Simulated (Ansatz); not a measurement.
PbS under a change: biaxial strain +0.50 %, plane normal [001], relaxed out of plane

Start from PbS in the rock salt structure (space group Fm-3m, No. 225; a = 5.845 Å). Axes: x, y, z lie along the cube axes.

Modification: biaxial strain +0.50 %, plane normal [001], relaxed out of plane (Cartesian); in-plane vectors clamped, the third vector and the atoms free.

The values are results of Ansatz (a first-principles code), LDA, PAW, cutoff 420 eV, no spin-orbit coupling, not measurements. k-mesh 10×10×10 (Γ-centred); smearing 0.05 eV (Fermi–Dirac).

| quantity | base | changed | shift |
|---|---|---|---|
| space group | Fm-3m (No. 225) | I4/mmm (No. 139) | – |
| shortest interatomic distance | 5.523 bohr | 5.517 bohr | -0.0053 bohr |
| energy relative to the base (free energy F) | 0 meV/atom | +0.7 meV/atom | +0.7 meV/atom |
| pressure (mean of the normal stresses, compression positive) | 0.00 GPa | -0.56 GPa | -0.56 GPa |
| band gap | 0.06 eV | 0.10 eV | +0.035 eV |
| gap character | – | direct at N | – |
| valley order (the lowest conduction-band minima on the path, energy above the VBM, named in the base's zone) | L along ⟨111⟩ 0.06 eV; a point along ⟨110⟩, about 0.7 Å⁻¹ from Γ 1.04 eV | L along [1-1-1] 0.10 eV; a point along [1-10], about 0.7 Å⁻¹ from Γ 1.07 eV | – |
| out-of-plane strain | – | -0.10 % | – |
| mean in-plane stress (compression positive) | – | -0.8 GPa | – |

Cost of the whole job for the changed cell (relaxation, final SCF and bands): about 20 core-seconds (a rough figure).

With Pb present, leaving out spin-orbit coupling can change the band edges. Stability against distortions was not tested. A zero or small gap of PbS can be the functional's error rather than a property of the material. Labels are those of the standard path for the cell's own space group.
